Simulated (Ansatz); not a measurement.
LiF, response to strain

The reference is LiF in the rock salt structure (space group Fm-3m, No. 225; a = 4.008 Å). Axes: x, y, z lie along the cube axes.

Strains are applied to the cell and any free atomic positions relax.

The values are results of PBEsol (Ansatz, a quantum-chemistry and plane-wave program; PAW; 420 eV plane waves; no spin-orbit coupling), not measurements.

Notes on the quantities. energy relative to the base: free energy F.

| case | electron mass | band gap | energy relative to the base |
|---|---|---|---|
| base | 0.88 mₑ (at Γ) | 9.05 eV | 0 meV/atom |
| tensor shear ε_xy = +0.29 % | 0.88 mₑ (at Γ) | 9.03 eV | 0.0 meV/atom |
| tensor shear ε_xy = +1.71 % | 0.89 mₑ (at Γ) | 8.95 eV | +1.8 meV/atom |
| tensor shear ε_xy = +1.14 % | 0.88 mₑ (at Γ) | 8.99 eV | +0.8 meV/atom |
| tensor shear ε_xy = +0.57 % | 0.88 mₑ (at Γ) | 9.02 eV | +0.2 meV/atom |
| tensor shear ε_xy = +0.86 % | 0.88 mₑ (at Γ) | 9.00 eV | +0.4 meV/atom |
| tensor shear ε_xy = +2.00 % | – | 8.93 eV | +2.5 meV/atom |
| tensor shear ε_xy = +1.43 % | 0.88 mₑ (at Γ) | 8.97 eV | +1.3 meV/atom |

Masses are band curvatures over ±0.01 Å⁻¹ around the edge. Whether these cells are dynamically stable was not tested.
